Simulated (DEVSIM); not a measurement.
System: abrupt Si n-p junction, at 300 K.

Layer 1 from the left is Si, thickness (μm) 10.0, Nd (cm⁻³) 4.2e16, τn (s) 4.4e-5, τp (s) 4.4e-5. Layer 2 from the left is Si, thickness (μm) 65.0, Na (cm⁻³) 9.3e16, τn (s) 4.4e-5, τp (s) 4.4e-5.

Left contact: ohmic. Right contact: ohmic. Voltage is applied to the left contact. Recombination: SRH at mid-gap, radiative, Auger. Mobility is constant in doping.

This is a model device: material constants are rounded textbook-type values typed into the input, and sizes, dopings and lifetimes were drawn at random. Values at 300 K.

Si: gap (eV) 1.124, affinity (eV) 4.05, permittivity 11.7, Nc (cm⁻³) 2.86e19, Nv (cm⁻³) 3.1e19, μn (cm²/Vs) 1417, μp (cm²/Vs) 470, B (cm³/s) 4.7e-15, Cn (cm⁶/s) 2.8e-31, Cp (cm⁶/s) 9.9e-32.

DEVSIM, 1D drift-diffusion, Boltzmann statistics, complete ionisation; no tunnelling, impact ionisation, image-force lowering or self-heating.

Question: What does the simulation give for the dark forward voltage at 100 A/cm², the potential step across the device at zero bias, the largest field in the device at zero bias?

Answer: dark forward voltage at 100 A/cm² 0.843 V; potential step across the device at zero bias 0.805 V; largest field in the device at zero bias 82000 V/cm.
